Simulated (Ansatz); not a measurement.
## zincblende BP (F-43m) under hydrostatic pressure

Cell and atoms are relaxed with PBEsol to each stress (compression positive); bands and masses by PBEsol, rigid bands (plane waves, PAW, scalar-relativistic; Ansatz, a quantum-chemistry and plane-wave program).

```xyz
2
Lattice="0.0000 2.2601 2.2601 2.2601 0.0000 2.2601 2.2601 2.2601 0.0000" Properties=species:S:1:pos:R:3 pbc="T T T"
B      0.0000     0.0000     0.0000
P      1.1301     1.1301     1.1301
```

```json
[
 {"stress (GPa)": "-2.00", "ln(V/V₀) (%)": "1.21", "gap (eV)": "1.130", "mean mₑ*": "0.33"},
 {"stress (GPa)": "0", "ln(V/V₀) (%)": "0", "gap (eV)": "1.114", "mean mₑ*": "0.33"},
 {"stress (GPa)": "5.00", "ln(V/V₀) (%)": "-2.80", "gap (eV)": "1.075", "mean mₑ*": "0.33"},
 {"stress (GPa)": "15.00", "ln(V/V₀) (%)": "-7.67", "gap (eV)": "1.002", "mean mₑ*": "0.34"}
]
```

 Masses are conductivity masses at 300 K in electron masses, harmonic means over x, y and z.

Question: Estimate the bulk modulus from the two loads next to zero.

Answer: B ≈ −Δp/Δln V = 7.00 GPa/4.01 % = 175 GPa (PBEsol), a mean over this interval.

Question: How fast does the gap move on either side of zero load?

Answer: Under tension, (1.130 − 1.114) eV over -2.00 GPa = -8 meV/GPa, or about 1.3 eV per unit ln V; under compression, (1.002 − 1.114) eV over 15.00 GPa = -7 meV/GPa, or about 1.5 eV per unit ln V. The two slopes part by 1 meV/GPa; gaps are resolved to about 0.01 eV, which allows 6 meV/GPa, so these rows don't tell them apart.

Masses are those of dilute carriers in rigid bands with one relaxation time, without polarons. Third decimals of gaps are kept for the arithmetic. Spin-orbit coupling is left out; it splits the top of the valence band and so changes the gap and its response. Every relaxation keeps the zincblende phase (space group F-43m under this load), so a transition, a distortion that breaks the symmetry or fracture can't show.
